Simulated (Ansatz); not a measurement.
Ansatz (a first-principles code) run on Sr₂IrO₄ (P1, 28 atoms in the cell): self-consistent single point.

Method of the run: BLYP, default PAW files made with PBE (plane waves; Ansatz).

```
CELL_PARAMETERS angstrom
     -2.73254     2.73254    12.97915
      2.73254    -2.73254    12.97915
      2.73254     2.73254   -12.97915
ATOMIC_POSITIONS crystal
  Sr 0.92310 0.43077 0.50118
  Sr 0.17552 0.17523 0.99798
  Sr 0.33311 0.33417 0.01752
  Sr 0.07261 0.57620 0.49932
  Sr 0.83494 0.84020 0.01865
  Sr 0.56933 0.07546 0.49689
  Sr 0.41787 0.91428 0.47767
  Sr 0.67780 0.67672 0.00389
  Ir 0.25901 0.74987 0.50858
  Ir 0.51022 0.49465 0.00369
  Ir 0.00227 0.00236 0.00564
  Ir 0.75775 0.25323 0.51071
  O  0.57714 0.57634 0.99180
  O  0.34063 0.82633 0.50718
  O  0.66517 0.16468 0.48999
  O  0.91397 0.92290 0.99893
  O  0.16896 0.66826 0.49588
  O  0.40138 0.42189 0.98142
  O  0.07978 0.08392 0.99987
  O  0.83427 0.32640 0.50355
  O  0.93778 0.56530 0.00506
  O  0.30733 0.80004 0.10934
  O  0.55155 0.93532 0.98644
  O  0.69741 0.19025 0.89006
  O  0.79303 0.69893 0.49551
  O  0.44994 0.44513 0.39654
  O  0.19464 0.30003 0.49809
  O  0.05352 0.05113 0.60864
```

Reference input (self-consistent single point, DFT, PBEsol, plane waves, default PAW files made with PBE): basis.ecutwfc = 30.9 Ry; kpoints.mp_grid.grid = 3 3 4; hamiltonian.xc = pbesol; hamiltonian.pseudopotentials = {kind: paw} (the program's default PAW files); scf.occupations.method = gaussian; scf.occupations.width = 0.02 Ry. This run's input differs from it in these lines:

Ansatz 0.2 input:
```diff
@@ -40,3 +40,3 @@
 hamiltonian:
-  xc: pbesol
+  xc: blyp
   pseudopotentials: { kind: paw }
```

The program printed (abridged):

```
SCF iter   1: F=—  HF=-85423.816770 eV  |F-HF|=—  |Δ(HF+E_count)|=         —  Δρ=2.17e-2  dr2=1.27e0  ethr=1.77e-3  ⟨swp⟩=9.1  Hψ=13843  notcnv=0
all-band conjugate gradients solve this SCF's bands
preconditioner: auto → LDOS
SCF iter   2: F=—  HF=-85423.785254 eV  |F-HF|=—  |Δ(HF+E_count)|=   3.15e-2  Δρ=1.95e-2  dr2=1.04e0  ethr=5.21e-4  ⟨swp⟩=2.0  Hψ=5271  notcnv=0  defer=385
   [... lines left out ...]
SCF iter   9: F=—  HF=-85423.515631 eV  |F-HF|=—  |Δ(HF+E_count)|=   1.41e-6  Δρ=2.54e-5  dr2=3.74e-6  ethr=7.55e-9  ⟨swp⟩=2.0  Hψ=3490  notcnv=0  defer=3
SCF iter  10: F=—  HF=-85423.515631 eV  |F-HF|=—  |Δ(HF+E_count)|=   3.10e-7  Δρ=1.15e-5  dr2=7.88e-7  ethr=1.53e-9  ⟨swp⟩=2.0  Hψ=3634  notcnv=0  defer=3
SCF iter  11: F=—  HF=-85423.515631 eV  |F-HF|=—  |Δ(HF+E_count)|=   2.56e-8  Δρ=4.83e-6  dr2=1.31e-7  ethr=3.23e-10  ⟨swp⟩=2.1  Hψ=3072  notcnv=0  defer=3
SCF iter  12: F=-85423.515631 eV  HF=-85423.515631 eV  |F-HF|=1.18e-8  |Δ(HF+E_count)|=   8.99e-9  Δρ=1.79e-6  dr2=1.42e-8  ethr=4.10e-11  ⟨swp⟩=13.1  Hψ=13926  notcnv=0
SCF 1 converged in 12 iterations: F = -85423.515631 eV  dr2 = 1.42e-8
Free energy (F): -85423.515631 eV
Internal energy: -85422.988305 eV  (E = F + TS)
E sigma→0 (E₀):  -85423.251968 eV
Entropy (-TS):   -0.527326 eV (-18.833 meV/atom)
Fermi energy:    12.046401 eV
--- Forces (eV/Å), atoms counted from 1 ---
  atom   1  Sr    -0.12984569     0.16940684    -0.51096320
  atom   2  Sr     0.10676246     0.14849326    -0.58661491
  atom   3  Sr    -0.31781158    -0.18969620     0.12900467
  atom   4  Sr     0.01661514     0.12618110     0.22293840
  atom   5  Sr    -0.11978077    -0.00939912    -0.69479215
   [... 19 lines left out ...]
  atom  25  O      0.30116755     1.26387745     0.24684261
  atom  26  O     -0.38372357    -0.17612665     0.15949502
  atom  27  O      0.65913559     0.33611352     0.37437105
  atom  28  O      0.01628984     0.65198059     0.51193564
--- Stress (GPa, compression-positive) ---
        9.767236       0.101445      -0.262006
        0.101445      10.526939      -0.500511
       -0.262006      -0.500511       8.877316
  P = ⅓ Tr σ = 9.7238 GPa (97.238 kbar)
  The stress holds the Pulay correction. Without it, at fixed plane waves, as pw.x and ABINIT print it: P = 9.1309 GPa
```

The run converged in 12 iterations. Against the reference run the pressure goes from -1.96 to 9.72 GPa and the largest force goes from 2.406 to 2.552 eV/Å.

The starting cell comes from a database of computed structures (which also holds hypothetical and non-ambient phases and stackings), without a prior relaxation at this level. Its atoms were displaced at random from the sites of space group no. 142. Spin-orbit coupling is off. Spin polarisation is off. With a pressure of about 10 GPa the cell is away from its equilibrium volume at this level. Forces in this geometry exceed 1 eV/Å. Ansatz's pressure includes its estimate of the finite-basis (Pulay) stress. Without the estimate this run gives 9.13 GPa.

Cost on one core of a shared machine: roughly 80 s.
